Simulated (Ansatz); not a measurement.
Abridged Ansatz (an electronic-structure program) output:

```
Relaxation: its limit of steps is 50 (relax.max_steps)
Pseudopotential: Lu, paw, valence charge 25
Crystal: 2 atoms, lattice volume = 51.862 Å³
Basis set: ecut = 420 eV, 1025 PW (Γ), exchange–correlation on 48×48×72 points (8 copies of the dense FFT grid, shifted against one another)
Bands: 31, of which v1, the nominal top of the filled ones, is band 25 counted from 1 (24 counted from 0)
Symmetry: 24 space group operations
k-points: 240 of 3971
Functional: x = pbesol(κ = 0.804, μ = 0.12345679012345678), c = pbesol(β = 0.046)
SCF iter   1: F=—  HF=-29222.998141 eV  |F-HF|=—  |Δ(HF+E_count)|=         —  Δρ=3.38e-3  dr2=5.97e-3  ethr=1.77e-3  ⟨swp⟩=5.4  Hψ=32356  notcnv=0
SCF iter   2: F=—  HF=-29222.989399 eV  |F-HF|=—  |Δ(HF+E_count)|=   8.74e-3  Δρ=2.34e-3  dr2=3.23e-3  ethr=1.19e-5  ⟨swp⟩=3.1  Hψ=18538  notcnv=0
SCF 1 converged in 9 iterations: F = -29222.987987 eV  dr2 = 2.63e-11
relax step   1: F+E_penalty+E_count = -29222.98798681 eV  Δ(F+E_penalty+E_count) = +0.000e0 eV  max|allowed force component| = 6.014e-17 eV/Å  Δτ_max = 0.0000 Å  (9 SCF iters, accepted)
SCF converged after 9 iterations
Free energy (F): -29222.987987 eV
Internal energy: -29222.891625 eV  (E = F + TS)
E sigma→0 (E₀):  -29222.939806 eV
Entropy (-TS):   -0.096362 eV (-48.181 meV/atom)
Fermi energy:    15.451266 eV
--- Forces (eV/Å), atoms counted from 1 ---
  atom   1  Lu    -0.00000000     0.00000000    -0.00000000
  atom   2  Lu     0.00000000     0.00000000     0.00000000
--- Stress (GPa, compression-positive) ---
        3.329661      -0.000000       0.000000
       -0.000000       3.329661      -0.000000
        0.000000      -0.000000       3.293952
  P = ⅓ Tr σ = 3.3178 GPa (33.178 kbar)
--- Relaxed structure (1 steps of the walk, 1 accepted, 0 SCFs on fresh bases) ---
  atoms:
    - { symbol: Lu, position: [0.6666666666666667, 0.3333333333333333, 0.7500000000000001] }
    - { symbol: Lu, position: [0.3333333333333334, 0.6666666666666667, 0.25000000000000006] }
```

Problem. What was computed, and what are the main results?

Solution. Lu, 2 atoms in the cell, with Ansatz, PBEsol, PAW, cutoff 420 eV, scalar-relativistic without spin-orbit coupling. The last SCF converged to F = -29222.987987 eV, or -14611.4940 eV per atom, at a pressure of 3.32 GPa. The total energy compares only with runs of the same code, potentials and settings.

The cells carry an imposed strain or load. No phonon test of stability was made. The cell was made from Lu in the hcp (Mg type) structure (space group P6_3/mmc, No. 194) by this change: isotropic strain −2.00 %.

Keys are those of Ansatz 0.2.
